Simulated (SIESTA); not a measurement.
## Converging the k-point mesh: Nb (Im-3m, 1 atom in the cell)

```yaml
crystal:
  lattice:
    - [-1.65825, 1.65825, 1.65825]
    - [1.65825, -1.65825, 1.65825]
    - [1.65825, 1.65825, -1.65825]
  atoms:
    - { symbol: Nb, position: [0.00000, 0.00000, 0.00000] }
```

Level of theory: GGA PBE, numerical atomic orbitals DZP, PseudoDojo PBE standard norm-conserving potentials (rewritten from UPF to PSML) run with SIESTA 5.4.2.

Base settings: XC.functional = GGA; XC.authors = PBE; potentials = PseudoDojo PBE standard; PAO.BasisSize = DZP; PAO.EnergyShift = 0.01 Ry; MeshCutoff = 350 Ry; kgrid.MonkhorstPack = 8 8 8; OccupationFunction = FD; ElectronicTemperature = 100 meV; MaxSCFIterations = 150.

The second cell is the first with its lattice scaled by 0.98.

Only quantities that move along the ladder and can be compared are tabulated.

Core times come from one kind of shared machine, to one figure; runs under 30 s give none.

The starting cell has typed, rounded lattice constants, without a prior relaxation at this level. Its lattice was rescaled by up to half a per cent. Spin polarisation is off. Values carry the incompleteness of an atom-centred basis.

Steps (kgrid.MonkhorstPack): 2 2 2; 3 3 3; 4 4 4; 5 5 5; 6 6 6; 7 7 7; 8 8 8; 9 9 9; 10 10 10; 11 11 11; 12 12 12; 16 16 16; 20 20 20; 22 22 22; 27 27 27; 33 33 33.

### Question
What is the coarsest kgrid.MonkhorstPack that holds the pressure within 0.5 GPa of the last step, with all finer ones?

### Answer
7 7 7; the step before is off by 2.2 GPa.

### Question
What is the coarsest kgrid.MonkhorstPack that holds the free energy within 5 meV/atom of the last step, with all finer ones?

### Answer
16 16 16, at about 0.2 of the last step's time; the step before is off by 6.9 meV/atom.

### Question
What is the coarsest kgrid.MonkhorstPack that holds the energy of the compressed cell less the first within 0.5 meV/atom of the last step, with all finer ones?

### Answer
20 20 20, at about 0.3 of the last step's time; the step before is off by 0.58 meV/atom.

| kgrid.MonkhorstPack | free energy less the last step's (meV/atom) | energy of the compressed cell less the first (meV/atom) | pressure (GPa) | core time / last (rough) |
|---|---|---|---|---|
| 2 2 2 | -1058.30 | -126.12 | -22.52 | – |
| 3 3 3 | -144.97 | 7.47 | -3.96 | – |
| 4 4 4 | -25.21 | 45.73 | 0.25 | – |
| 5 5 5 | 48.27 | 18.71 | -2.69 | – |
| 6 6 6 | 16.58 | 2.61 | -4.71 | – |
| 7 7 7 | 10.30 | 21.80 | -2.10 | – |
| 8 8 8 | -21.95 | 24.55 | -2.14 | – |
| 9 9 9 | -7.88 | 19.15 | -2.76 | – |
| 10 10 10 | 16.96 | 21.10 | -2.25 | – |
| 11 11 11 | 6.18 | 23.80 | -2.04 | – |
| 12 12 12 | -6.92 | 20.13 | -2.67 | – |
| 16 16 16 | -0.32 | 20.17 | -2.56 | 0.2 |
| 20 20 20 | 0.30 | 20.44 | -2.50 | 0.3 |
| 22 22 22 | -0.10 | 20.94 | -2.44 | 0.3 |
| 27 27 27 | -0.04 | 20.57 | -2.48 | 0.5 |
| 33 33 33 | 0.00 | 20.75 | -2.46 | 1 |

The energy difference between the two cells stays within 1 meV/atom of the last step's from 12 12 12 on, the total only from 16 16 16 on: much of the error is common to both cells and cancels.
